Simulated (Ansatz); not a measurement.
**Short convergence ladders for TaTi (Cmm2, 2 atoms in the cell)**

```
CELL_PARAMETERS angstrom
      1.62471    -2.28601     0.00000
      1.62471     2.28601     0.00000
      0.00000     0.00000     4.66071
ATOMIC_POSITIONS crystal
  Ti 0.50000 0.50000 0.51073
  Ta 0.00000 0.00000 0.00000
```

Base method: LDA (PW92), default PAW files made with PBE (plane waves; Ansatz, a program for electronic structure).

Base settings: basis.ecutwfc = 30.9 Ry; kpoints.mp_grid.grid = 12 12 7; hamiltonian.xc = lda; hamiltonian.pseudopotentials = {kind: paw} (the program's default PAW files); scf.occupations.method = fermi_dirac; scf.occupations.width = 0.0073 Ry.

The count of work is k-points × plane waves × bands × iterations; it is no time. Core times come from one kind of shared machine, to one figure; runs under 30 s give none.

**The cutoff for other potential files**

Level: DFT, LDA (PW92), plane waves, harder PAW files (source: ansatz) made with PBE.

In this ladder: hamiltonian.pseudopotentials = {kind: paw, source: ansatz}.

The second cell is the first with its lattice scaled by 0.98.

The mesh stays at the base's, so the ladder's end is converged at best in this setting alone.

The first pressure column holds Ansatz's estimate of the finite-basis (Pulay) stress, which hides part of the cutoff error; the other is without it.

Only quantities that move along the ladder and can be compared are tabulated.

```tsv
basis.ecutwfc	free energy less the last step's (meV/atom)	energy of the compressed cell less the first (meV/atom)	pressure (GPa)	pressure without the Pulay estimate (GPa)	largest difference of a force vector from the last step's (eV/Å)	count of work / last
24.6 Ry	1691.92	2.03	-4.45	-86.54	0.028	0.10
29.8 Ry	319.88	-12.33	-6.69	-25.75	0.013	0.14
38.2 Ry	20.74	-15.16	-6.93	-8.64	0.000	0.21
46.3 Ry	1.63	-15.48	-6.99	-7.09	0.000	0.31
54.4 Ry	0.79	-15.49	-6.99	-7.00	0.000	0.36
65.4 Ry	0.63	-15.49	-6.99	-7.00	0.000	0.47
81.6 Ry	0.29	-15.49	-6.99	-7.00	0.000	0.65
108.8 Ry	0.00	-15.50	-6.99	-7.00	0.000	1.0
```

Coarsest basis.ecutwfc that holds the pressure without the Pulay estimate within 0.1 GPa of the last step, with all finer ones: 46.3 Ry, at 0.31 of the last step's count of work; the step before is off by 1.6 GPa.

Coarsest basis.ecutwfc that holds the free energy within 5 meV/atom of the last step, with all finer ones: 46.3 Ry, at 0.31 of the last step's count of work; the step before is off by 21 meV/atom.

Coarsest basis.ecutwfc that holds the forces within 0.01 eV/Å of the last step, with all finer ones: 38.2 Ry, at 0.21 of the last step's count of work; the step before is off by 0.013 eV/Å.

The energy difference between the two cells stays within 1 meV/atom of the last step's from 38.2 Ry on, the total only from 54.4 Ry on: much of the error is common to both cells and cancels.

At the lowest cutoff the pressure without the Pulay estimate lies 79.5 GPa under the last step's, the usual sign of Pulay stress in an incomplete plane-wave basis.

**The relaxed cell against the cutoff**

On TaTi (Cmmm, 2 atoms in the cell): atoms on their sites.

In this ladder: relax = cell and atoms.

The mesh stays at the base's, so the ladder's end is converged at best in this setting alone.

Only quantities that move along the ladder and can be compared are tabulated.

| basis.ecutwfc | relaxed volume (Å³/atom) | relaxation steps | core time / last (rough) |
|---|---|---|---|
| 15.4 Ry | 16.626 | 46 | 1 |
| 18.4 Ry | 16.520 | 26 | 0.9 |
| 21.7 Ry | 16.489 | 15 | 0.6 |
| 26.1 Ry | 16.517 | 9 | 0.3 |
| 30.9 Ry | 16.516 | 7 | 0.4 |
| 37.1 Ry | 16.514 | 7 | 0.5 |
| 46.3 Ry | 16.514 | 7 | 0.6 |
| 61.7 Ry | 16.514 | 7 | 1 |

Coarsest basis.ecutwfc that holds the relaxed volume within 0.017 Å³/atom of the last step, with all finer ones: 26.1 Ry, at about 0.3 of the last step's time; the step before is off by 0.025 Å³/atom.

At the lowest cutoff the cell relaxes to a volume 0.7 % larger than at the highest. Ansatz relaxes on a stress corrected for the finite basis.

On the base run: the starting cell comes from a database of computed structures (which also holds hypothetical and non-ambient phases and stackings), without a prior relaxation at this level. Its lattice was rescaled by up to half a per cent. One atom was moved a little off its site on purpose. Spin polarisation is off.

Keys are those of Ansatz 0.2.
